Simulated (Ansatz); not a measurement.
All values below come from PBE (plane waves to 420 eV, PAW; Ansatz, a quantum-chemistry and plane-wave program).

Planar average of the electrostatic potential across the slab, in eV from the Fermi level, for Si on the 1x1 (0001) surface of hcp Co, ferromagnetic, one in a 2x2 cell, started at the site 'hollow Co-Co-Co over Co at depth 2.0 Å':

```csv
z (Å),V (eV)
5.38,4.98
5.67,4.98
5.95,4.97
6.23,4.97
6.52,4.96
6.80,4.95
7.08,4.92
7.37,4.86
7.65,4.74
7.93,4.50
8.22,4.00
8.50,2.99
8.78,0.88
9.07,-4.86
9.35,-13.72
9.63,-19.74
9.92,-19.45
10.20,-13.06
10.48,-4.75
10.77,-1.56
11.05,-6.24
11.33,-14.77
11.62,-20.17
11.90,-19.15
12.18,-12.21
12.47,-3.82
12.75,-0.63
13.03,-4.14
13.32,-12.61
13.60,-19.33
13.88,-20.04
14.17,-14.36
14.45,-5.82
14.73,-1.35
15.02,-4.54
15.30,-12.85
15.58,-19.34
15.87,-19.81
16.15,-14.02
16.43,-5.60
16.72,-1.07
17.00,-1.24
17.28,-2.02
17.57,-1.77
17.85,-0.15
18.13,2.05
18.42,3.45
18.70,4.15
18.98,4.50
19.27,4.66
19.55,4.74
19.83,4.78
20.12,4.80
20.40,4.81
20.68,4.81
20.97,4.81
21.25,4.81
21.53,4.81
21.82,4.81
```

Slab: 17 atoms, 6.0 Å thick at the start under the adsorbate (thin: gaps and levels are the slab's own); k 7x7x1, smearing 0.1 eV, dipole-corrected; 8 atoms held, the rest relaxed; symmetry of the start imposed; spin-polarised, no spin-orbit, no U, no dispersion correction. At the end it is bonded to 3 Co. In PBE it is, or lies within 0.03 eV of, the lowest of the starts that converged.

The vacuum level lies 4.81 eV above the Fermi level over the top face and 4.98 eV above it under the bottom face.
